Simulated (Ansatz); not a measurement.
A computed series for Ag: element substitutions

Base system: Ag in the fcc (Cu type) structure (space group Fm-3m, No. 225).

```yaml
crystal:
  lattice:
    - [0.00000, 2.02719, 2.02719]
    - [2.02719, 0.00000, 2.02719]
    - [2.02719, 2.02719, 0.00000]
  atoms:
    - { symbol: Ag, position: [0.00000, 0.00000, 0.00000] }
```

Each row replaces one element on all its sites; cell and atoms are relaxed.

Levels (all Ansatz, a program for electronic structure, PAW): PBEsol (420 eV, without spin-orbit coupling); r2SCAN (500 eV, no spin-orbit coupling).

Pressures by level, all at the geometries relaxed with PBEsol:

```csv
case,PBEsol,r2SCAN
base,0.0 GPa,4.2 GPa
Ag → H,0.0 GPa,0.3 GPa
Ag → Rh,0.0 GPa,4.7 GPa
```

Single points use the geometry relaxed with PBEsol. Their cutoffs differ, which shifts pressures a little. Stability against distortions was not tested. All final runs are without spin polarisation.
